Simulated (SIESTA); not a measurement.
Worked example: self-consistent single point of FeNi3 (Pm-3m, 4 atoms in the cell) in SIESTA.

Computed with GGA PBE, numerical atomic orbitals DZP, PseudoDojo PBE standard norm-conserving potentials (rewritten from UPF to PSML) (SIESTA).

```yaml
crystal:
  lattice:
    - [3.46127, 0.00000, 0.00000]
    - [0.00000, 3.46127, 0.00000]
    - [0.00000, 0.00000, 3.46127]
  atoms:
    - { symbol: Fe, position: [0.00000, 0.00000, 0.00000], spin: 4.0 }
    - { symbol: Ni, position: [0.00000, 0.50000, 0.50000], spin: 2.0 }
    - { symbol: Ni, position: [0.50000, 0.00000, 0.50000], spin: 2.0 }
    - { symbol: Ni, position: [0.50000, 0.50000, 0.00000], spin: 2.0 }
```
(The spins are starting values, not results.)

Reference input (self-consistent single point, DFT, GGA PBE, numerical atomic orbitals DZP, PseudoDojo PBE standard norm-conserving potentials (rewritten from UPF to PSML)): XC.functional = GGA; XC.authors = PBE; potentials = PseudoDojo PBE standard; PAO.BasisSize = DZP; PAO.EnergyShift = 0.01 Ry; MeshCutoff = 300 Ry; kgrid.MonkhorstPack = 7 7 7; OccupationFunction = FD; ElectronicTemperature = 0.1 eV; Spin = polarized; DM.InitSpin = [1 +4.00, 2 +2.00, 3 +2.00, 4 +2.00]; MaxSCFIterations = 150. This run's input differs from it in these lines:

```diff
@@ -30,5 +30,5 @@
 %block kgrid.MonkhorstPack
-    7   0   0  0.0
-    0   7   0  0.0
-    0   0   7  0.0
+   10   0   0  0.5
+    0  10   0  0.5
+    0   0  10  0.5
 %endblock kgrid.MonkhorstPack
```

Log, with long lists cut:

```
        iscf     Eharris(eV)        E_KS(eV)     FreeEng(eV)     dDmax    Ef(eV) dHmax(eV)
   scf:    1   -17041.513588   -17086.790951   -17086.881904  0.625491 -0.781729 16.323298
     spin moment: {S} , |S| = {        0.0        0.0    6.31316 }     6.31316
   scf:    2   -17101.065969   -17096.686352   -17096.754013  0.176493 -1.679477 12.376652
     spin moment: {S} , |S| = {        0.0        0.0    5.90286 }     5.90286
   scf:    3   -17103.761709   -17100.661539   -17100.733056  0.105795 -2.241844  6.085365
     spin moment: {S} , |S| = {        0.0        0.0    5.79889 }     5.79889
   [... lines left out ...]
     spin moment: {S} , |S| = {        0.0        0.0    4.74406 }     4.74406
   scf:   14   -17103.487583   -17103.487574   -17103.586815  0.000076 -3.560472  0.001373
     spin moment: {S} , |S| = {        0.0        0.0    4.74380 }     4.74380
   scf:   15   -17103.487571   -17103.487572   -17103.586815  0.000019 -3.560419  0.000115
     spin moment: {S} , |S| = {        0.0        0.0    4.74403 }     4.74403
   scf:   16   -17103.487573   -17103.487573   -17103.586815  0.000003 -3.560420  0.000144
     spin moment: {S} , |S| = {        0.0        0.0    4.74403 }     4.74403
SCF Convergence by DM+H criterion
max |DM_out - DM_in|         :     0.0000025362
max |H_out - H_in|      (eV) :     0.0001442658
SCF cycle converged after 16 iterations

Using DM_out to compute the final energy and forces

siesta: E_KS(eV) =           -17103.4876

siesta: E_KS - E_eggbox =    -17103.4876

siesta: Atomic forces (eV/Ang):
     1    0.000000   -0.000000   -0.000000
     2   -0.000000    0.000000   -0.000000
     3    0.000000   -0.000000   -0.000000
     4    0.000000    0.000000   -0.000000
   Tot    0.000000   -0.000000   -0.000000
   Max    0.000000
   Res    0.000000    sqrt( Sum f_i^2 / 3N )
   Max    0.000000    constrained

Stress tensor Voigt[x,y,z,yz,xz,xy] (kbar):      -80.08      -80.08      -80.08       -0.00       -0.00        0.00
(Free)E + p*V (eV/cell)   -17101.5141
   [... lines left out ...]
siesta: FreeEng =    -17103.586815
siesta: Cell volume =         41.467508 Ang**3
siesta:          80.08315107         80.08315107  kBar
   [... lines left out ...]

             -0.089  -0.082  -0.088

mulliken: Qtot =       32.628

Mulliken Atomic Populations:
Atom #   charge [q] valence [e]      Sz [e]  Species
     1    -0.217788   16.217788    3.011607  Fe
     2     0.072596   17.927404    0.577474  Ni
     3     0.072596   17.927404    0.577474  Ni
     4     0.072596   17.927404    0.577474  Ni
 Total     0.000000                4.744029
```

The run converged in 16 iterations. Against the reference run the free energy drops by 1.6 meV/atom, the pressure goes from 8.32 to 8.01 GPa and the size of the net moment hardly changes (1.20 to 1.19 μB/atom).

The starting cell comes from a database of computed structures (which also holds hypothetical and non-ambient phases and stackings), without a prior relaxation at this level. Its lattice was rescaled by a random factor within 2.5 % of one. The magnetic order is the one reached from the typed start; others were not searched systematically. Values carry the incompleteness of an atom-centred basis.

Cost on one core of a shared machine: roughly 90 s.
